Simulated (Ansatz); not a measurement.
Start from CdS in the zinc blende structure (space group F-43m, No. 216; a = 5.878 Å).

Method: r2SCAN (Ansatz, an electronic-structure program; PAW; 500 eV plane waves; spin-orbit coupling left out).

Before the change:

```
Property                  Result
-------------------  -----------
Lattice parameter a  11.107 bohr
```

It is then changed as follows: a negative pressure, −1 GPa.

Task: What happens to the lattice parameter a and mean gap deformation potential ΔEg/Δln V?

Result: The lattice parameter a goes up by 0.0642 bohr (11.107 bohr → 11.172 bohr); the mean gap deformation potential ΔEg/Δln V amounts to -2.3 eV.

Load acts through the strain it causes; cell and atoms are relaxed under it. Stability against distortions was not tested.
